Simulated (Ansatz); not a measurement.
**Input and output of a self-consistent single point for BaAl₂ (Fd-3m, 6 atoms in the cell) (Ansatz, a quantum-chemistry and plane-wave program)**

Level of theory: LDA (PW92), default PAW files made with PBE (plane waves; Ansatz).

Input as run:

Ansatz 0.2 input:
```yaml
crystal:
  lattice:
    - [0.00000000, 4.24373500, 4.24373500]
    - [4.24373500, 0.00000000, 4.24373500]
    - [4.24373500, 4.24373500, 0.00000000]
  atoms:
    - { symbol: Ba, position: [0.50000000, 0.50000000, 0.50000000] }
    - { symbol: Ba, position: [0.75000000, 0.75000000, 0.75000000] }
    - { symbol: Al, position: [0.12500000, 0.12500000, 0.12500000] }
    - { symbol: Al, position: [0.62500000, 0.12500000, 0.12500000] }
    - { symbol: Al, position: [0.12500000, 0.12500000, 0.62500000] }
    - { symbol: Al, position: [0.12500000, 0.62500000, 0.12500000] }
basis:
  ecutwfc: 30.9 Ry
kpoints:
  mp_grid: { grid: [7, 7, 7] }
hamiltonian:
  xc: lda
  pseudopotentials: { kind: paw }
scf:
  occupations: { method: gaussian, width: 0.0073 Ry }
output:
  forces: true
  eigenvalues: true
  stress: true
```

The program printed (abridged):

```
WARN ansatz: RAYON_NUM_THREADS=1 ignored (pool sized by the plan → 1); use --threads N
Pseudopotentials: kind: paw
Pseudopotential: Ba, paw, valence charge 10
Pseudopotential: Al, paw, valence charge 3
Crystal: 6 atoms, lattice volume = 152.853 Å³
Basis set: ecut = 420.4159175005146 eV, 2975 PW (Γ)
Bands: 22, of which v1, the nominal top of the filled ones, is band 16 counted from 1 (15 counted from 0)
Symmetry: 48 space group operations
Space group: Fd-3m (ITA 227), of the structure as read, at distance tolerance 5.3e-5 Å
k-points: 20 of 343
PAW frozen core: Ba, regenerated for the run's functional, and the local potential with it
PAW frozen core: Al, regenerated for the run's functional, and the local potential with it
Initial density: superposition of atomic densities (neutral atoms: chi_scale 0, normalization atom), corrected by the library's trained network
Initial wavefunctions: pseudopotential atomic-orbital guess
Eigensolver: davidson
Functional: x = slater, c = lda
SCF iter   1: F=—  HF=-13612.324350 eV  |F-HF|=—  |Δ(HF+E_count)|=         —  Δρ=3.29e-3  dr2=1.29e-2  ethr=1.77e-3  ⟨swp⟩=11.6  Hψ=3147  notcnv=0
all-band conjugate gradients solve this SCF's bands
preconditioner: auto → Kerker (q_TF=auto, 2.102 Å⁻¹)
SCF iter   2: F=—  HF=-13612.322469 eV  |F-HF|=—  |Δ(HF+E_count)|=   1.88e-3  Δρ=1.95e-3  dr2=4.97e-3  ethr=4.05e-5  ⟨swp⟩=1.1  Hψ=612  notcnv=0
SCF iter   3: F=—  HF=-13612.321708 eV  |F-HF|=—  |Δ(HF+E_count)|=   7.61e-4  Δρ=2.66e-4  dr2=1.39e-4  ethr=1.55e-5  ⟨swp⟩=2.0  Hψ=744  notcnv=0
SCF iter   4: F=—  HF=-13612.321672 eV  |F-HF|=—  |Δ(HF+E_count)|=   3.62e-5  Δρ=3.79e-5  dr2=3.53e-6  ethr=4.35e-7  ⟨swp⟩=1.1  Hψ=458  notcnv=0
SCF iter   5: F=—  HF=-13612.321704 eV  |F-HF|=—  |Δ(HF+E_count)|=   3.21e-5  Δρ=5.94e-6  dr2=9.23e-8  ethr=1.10e-8  ⟨swp⟩=2.1  Hψ=561  notcnv=0
SCF iter   6: F=-13612.321704 eV  HF=-13612.321704 eV  |F-HF|=2.47e-10  |Δ(HF+E_count)|=   1.59e-8  Δρ=1.14e-6  dr2=1.61e-9  ethr=2.88e-10  ⟨swp⟩=6.5  Hψ=2261  notcnv=0
SCF 1 converged in 6 iterations: F = -13612.321704 eV  dr2 = 1.61e-9
SCF converged after 6 iterations
Free energy (F): -13612.321704 eV
Harris-Foulkes:  -13612.321704 eV  (|F-HF|=2.47e-10)
Internal energy: -13612.313606 eV  (E = F + TS)
E sigma→0 (E₀):  -13612.317655 eV
Entropy (-TS):   -0.008098 eV (-1.350 meV/atom)
Fermi energy:    7.968050 eV
--- Per-component energies (eV) ---
  E_band       = -58.789700
  E_kinetic    = 424.951890
  E_local      = -588.759669  (includes V_loc(G=0)·N_el)
  E_nonlocal   = 165.417100
  E_hartree    = 209.650611
  E_xc         = -489.172717
  E_vxc        = -386.552257  (∫ρ·V_xc dr)
  E_paw        = -11888.359655  (= ΣΔE_a)
  E_vpaw       = -93.148008  (= ΣTr[D̂ρ^β])
  E_aug_tail   = -0.000018  (compensation charges beyond the density's cutoff)
  E_ewald      = -1446.829045
  E_core_change = 0.787897  (= ΣΔE_core)
  E_smearing   = -0.008098  (= −TS)
  E_closure    = 0.000000  (closes the sum)
  Σ components = -13612.321704   (vs F -13612.321704, Δ=0.00e0)
--- Forces (eV/Å), atoms counted from 1 ---
  atom   1  Ba    -0.00000000     0.00000000     0.00000000
   [... zero for the other atoms too ...]
  max |Σ_I F_I| component: 1.16e-18 eV/Å
--- Stress (GPa, compression-positive) ---
       -2.736269      -0.000000       0.000000
        0.000000      -2.736269       0.000000
        0.000000      -0.000000      -2.736269
  P = ⅓ Tr σ = -2.7363 GPa (-27.363 kbar)
  The stress holds the Pulay correction. Without it, at fixed plane waves, as pw.x and ABINIT print it: P = -2.7579 GPa
--- Band table (eV; the first three rows and the last of 20) ---
  k-point 0: bands = ["-19.8566", "-19.5779", "-5.3642", "-5.3642", "-5.3642", "-4.7631", "-4.7631", "-4.7631", "0.1550", "4.9635", "5.2102", "5.2102", "5.2102", "6.3130", "6.3130", "6.5769", "6.5769", "6.5769", "9.9955", "11.5024", "11.5024", "11.5024"]
  k-point 1: bands = ["-19.8465", "-19.5883", "-5.3874", "-5.3874", "-5.3858", "-4.7629", "-4.7382", "-4.7382", "0.3237", "4.0976", "4.9665", "4.9665", "5.8359", "6.5935", "6.5935", "6.7250", "6.8211", "6.8211", "10.4266", "11.2667", "11.2667", "11.3211"]
  k-point 2: bands = ["-19.8202", "-19.6154", "-5.4458", "-5.4336", "-5.4336", "-4.7432", "-4.6881", "-4.6881", "0.7586", "3.1972", "4.6664", "4.6664", "5.6904", "6.7594", "6.7594", "7.7095", "7.7095", "7.9713", "10.0733", "10.5770", "10.5770", "11.3089"]
  k-point 19: bands = ["-19.7377", "-19.6992", "-5.6325", "-5.5728", "-5.1688", "-5.0077", "-4.5576", "-4.5291", "1.7137", "2.0250", "4.2674", "4.5578", "6.6798", "7.0017", "7.3823", "7.5141", "8.6357", "9.0385", "9.7262", "9.7782", "10.2607", "10.3590"]
```

The run converged in 6 iterations.

The starting cell comes from a database of computed structures (which also holds hypothetical and non-ambient phases and stackings), without a prior relaxation at this level. Its lattice was rescaled by up to half a per cent. Ansatz's pressure includes its estimate of the finite-basis (Pulay) stress.
